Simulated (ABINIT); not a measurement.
# Input and output of a self-consistent single point for CsInI3 (Fm-3m, 10 atoms in the cell) (ABINIT)

Computed with LDA (PW92), PAW (JTH v2.0 LDA PAW) (plane waves; ABINIT).

Input as run:

```
# CsInI3, JTH v2.0 LDA PAW
pp_dirpath "./"
pseudos "Cs.LDA_PW-JTH.xml, In.LDA_PW-JTH.xml, I.LDA_PW-JTH.xml"
acell 8.8111444633 8.8111444633 8.8111444633 Angstrom
rprim
        -0.0000000000    0.7071067812    0.7071067812
         0.7071067812   -0.0000000000    0.7071067812
         0.7071067812    0.7071067812   -0.0000000000
natom 10
ntypat 3
znucl 55 49 53
typat 1 1 2 2 3 3 3 3 3 3
xred
         0.7500000000    0.7500000000    0.7500000000
         0.2500000000    0.2500000000    0.2500000000
         0.5000000000    0.5000000000    0.5000000000
         0.0000000000    0.0000000000    0.0000000000
         0.7602300000    0.2397700000    0.2397700000
         0.2397700000    0.7602300000    0.7602300000
         0.2397700000    0.7602300000    0.2397700000
         0.7602300000    0.2397700000    0.7602300000
         0.2397700000    0.2397700000    0.7602300000
         0.7602300000    0.7602300000    0.2397700000
ecut 21 Ha
pawecutdg 42 Ha
pawxcdev 0
occopt 6
tsmear 0.00734986
nband 54
kptopt 1
ngkpt 3 3 3
nshiftk 1
shiftk 0 0 0
nstep 50
toldfe 1.0e-09
prtwf 0
prtden 0
enunit 2
```

Output, abridged:

```
 Symmetries : space group Fm -3 m (#225); Bravais cF (face-center cubic)

 -outvars: echo values of preprocessed input variables --------
            acell      1.6650649953E+01  1.6650649953E+01  1.6650649953E+01 Bohr
             ecut      2.10000000E+01 Hartree
           enunit           2
              ixc       -1012
         kptrlatt        3    0    0      0    3    0      0    0    3
          kptrlen      4.99519499E+01
            natom          10
            nband          54
            ngfft          72      72      72
          ngfftdg         100     100     100
             nkpt           4
            nstep          50
             nsym          48
           ntypat           3
           occopt           6
        pawecutdg      4.20000000E+01 Hartree
         pawxcdev           0
            rprim     -0.0000000000E+00  7.0710678120E-01  7.0710678120E-01
                       7.0710678120E-01 -0.0000000000E+00  7.0710678120E-01
                       7.0710678120E-01  7.0710678120E-01 -0.0000000000E+00
          spgroup         225
           toldfe      1.00000000E-09 Hartree
           tsmear      7.34986000E-03 Hartree
            typat      1  1  2  2  3  3  3  3  3  3
           useylm           1
             xred      7.5000000000E-01  7.5000000000E-01  7.5000000000E-01
                       2.5000000000E-01  2.5000000000E-01  2.5000000000E-01
                       5.0000000000E-01  5.0000000000E-01  5.0000000000E-01
                       0.0000000000E+00  0.0000000000E+00  0.0000000000E+00
                       7.6023000000E-01  2.3977000000E-01  2.3977000000E-01
                       2.3977000000E-01  7.6023000000E-01  7.6023000000E-01
                       2.3977000000E-01  7.6023000000E-01  2.3977000000E-01
                       7.6023000000E-01  2.3977000000E-01  7.6023000000E-01
                       2.3977000000E-01  2.3977000000E-01  7.6023000000E-01
                       7.6023000000E-01  7.6023000000E-01  2.3977000000E-01
            znucl       55.00000   49.00000   53.00000

== DATASET  1 ==================================================================

 Real(R)+Recip(G) space primitive vectors, cartesian coordinates (Bohr,Bohr^-1):
 R(1)=  0.0000000 11.7737875 11.7737875  G(1)= -0.0424672  0.0424672  0.0424672
 R(2)= 11.7737875  0.0000000 11.7737875  G(2)=  0.0424672 -0.0424672  0.0424672
 R(3)= 11.7737875 11.7737875  0.0000000  G(3)=  0.0424672  0.0424672 -0.0424672
 Unit cell volume ucvol=  3.2642136E+03 bohr^3
 Angles (23,13,12)=  6.00000000E+01  6.00000000E+01  6.00000000E+01 degrees

 Coarse grid specifications (used for wave-functions):

 getcut: wavevector=  0.0000  0.0000  0.0000  ngfft=  72  72  72
         ecut(hartree)=     21.000   => boxcut(ratio)=   2.09617

 Fine grid specifications (used for densities):

 getcut: wavevector=  0.0000  0.0000  0.0000  ngfft= 100 100 100
         ecut(hartree)=     42.000   => boxcut(ratio)=   2.05863

   5.57840665E+04                                ecore*ucvol(ha*bohr**3)

_setup2: Arith. and geom. avg. npw (full set) are   15012.926   15012.919
--- !BeginCycle
solver: {iscf: 17, nstep: 50, nline: 4, wfoptalg: 10, }
tolerances: {toldfe: 1.00E-09, }
...

     iter   Etot(hartree)      deltaE(h)  residm     nres2
 ETOT  1  -228.17750945290    -2.282E+02 8.732E-02 5.112E+00
 ETOT  2  -228.52700347067    -3.495E-01 6.353E-03 1.876E+00
 ETOT  3  -228.52303890696     3.965E-03 3.695E-03 5.367E-01
 ETOT  4  -228.52130198572     1.737E-03 1.221E-03 4.966E-02
 ETOT  5  -228.52123597122     6.601E-05 1.344E-03 4.080E-03
 ETOT  6  -228.52120180566     3.417E-05 3.406E-04 8.708E-04
   [... 2 lines left out ...]
 ETOT  9  -228.52118435827     7.991E-07 1.915E-04 3.407E-06
 ETOT 10  -228.52118429202     6.625E-08 1.257E-04 4.652E-07
 ETOT 11  -228.52118428372     8.298E-09 1.251E-04 6.970E-08
 ETOT 12  -228.52118428360     1.197E-10 8.566E-05 3.742E-09
 ETOT 13  -228.52118428365    -4.718E-11 8.399E-05 7.320E-10
 At SCF step   13, etot is converged :
  for the second time, diff in etot=  4.718E-11 < toldfe=  1.000E-09

 Cartesian components of stress tensor (hartree/bohr^3)
  sigma(1 1)=  7.41213300E-05  sigma(3 2)=  0.00000000E+00
  sigma(2 2)=  7.41213300E-05  sigma(3 1)=  0.00000000E+00
  sigma(3 3)=  7.41213300E-05  sigma(2 1)=  0.00000000E+00

 ----iterations are completed or convergence reached----

 reduced coordinates (array xred) for   10 atoms
       0.750000000000      0.750000000000      0.750000000000
       0.250000000000      0.250000000000      0.250000000000
       0.500000000000      0.500000000000      0.500000000000
       0.000000000000      0.000000000000      0.000000000000
       0.760230000000      0.239770000000      0.239770000000
       0.239770000000      0.760230000000      0.760230000000
       0.239770000000      0.760230000000      0.239770000000
       0.760230000000      0.239770000000      0.760230000000
       0.239770000000      0.239770000000      0.760230000000
       0.760230000000      0.760230000000      0.239770000000
 cartesian forces (eV/Angstrom) at end:
    1     -0.00000000000000    -0.00000000000000     0.00000000000000
    2     -0.00000000000000    -0.00000000000000     0.00000000000000
    3     -0.00000000000000    -0.00000000000000     0.00000000000000
    4     -0.00000000000000    -0.00000000000000     0.00000000000000
    5     -0.10276855855274    -0.00000000000000     0.00000000000000
    6      0.10276855855274     0.00000000000000    -0.00000000000000
    7      0.00000000000000    -0.10276855855274    -0.00000000000000
    8     -0.00000000000000     0.10276855855274     0.00000000000000
    9      0.00000000000000    -0.00000000000000    -0.10276855855274
   10     -0.00000000000000    -0.00000000000000     0.10276855855274
 frms,max,avg= 4.5959497E-02 1.0276856E-01   0.000E+00  0.000E+00  0.000E+00 e/A
 length scales= 16.650649952929 16.650649952929 16.650649952929 bohr
              =  8.811144463300  8.811144463300  8.811144463300 angstroms
 Fermi (or HOMO) energy (hartree) =  -0.09493   Average Vxc (hartree)=  -0.29046
   [... lines left out ...]
 Fermi (or HOMO) energy (eV) =  -2.58328   Average Vxc (eV)=  -7.90382
   [... lines left out ...]
 -16.45981  -16.39663  -16.39663  -16.39663  -14.99887  -14.56635  -14.56635  -14.56635
 -14.24027  -14.24027  -10.76763  -10.76763  -10.76763  -10.74639  -10.74639  -10.74639
  -8.89495   -6.10301   -6.10301   -6.10301   -5.91333   -4.95499   -4.95499   -4.95499
  -4.01333   -4.01333   -4.01319   -4.01319   -4.01319   -3.82859   -3.82859   -3.82859
  -3.40278   -3.40278   -3.40278   -0.39103   -0.35447   -0.35447   -0.35447    0.15215
   1.02903    1.20108    1.20108    1.74632    1.74632    1.74633
 prteigrs : prtvol=0 or 1, do not print more k-points.

--- !EnergyTerms
comment             : Components of total free energy in Hartree
kinetic             :  5.91636975849758E+01
hartree             :  7.82673769182370E+01
xc                  : -6.49513819891353E+01
Ewald energy        : -1.48739928742822E+02
psp_core            :  1.70895881121622E+01
local_psp           : -1.99531019117957E+02
spherical_terms     :  3.01802937772861E+01
internal            : -2.28521373457254E+02
'-kT*entropy'       :  2.05344346281863E-04
total_energy        : -2.28521168112908E+02
total_energy_eV     : -6.21837722565592E+03
...

-Cartesian components of stress tensor (GPa)         [Pressure= -2.1807E+00 GPa]
- sigma(1 1)=  2.18072445E+00  sigma(3 2)=  0.00000000E+00
- sigma(2 2)=  2.18072445E+00  sigma(3 1)=  0.00000000E+00
- sigma(3 3)=  2.18072445E+00  sigma(2 1)=  0.00000000E+00

 Calculation completed.
```

The run converged in 13 iterations.

The starting cell comes from a database of computed structures (which also holds hypothetical and non-ambient phases and stackings), without a prior relaxation at this level.

Cost on one core of a shared machine: roughly 6 min.
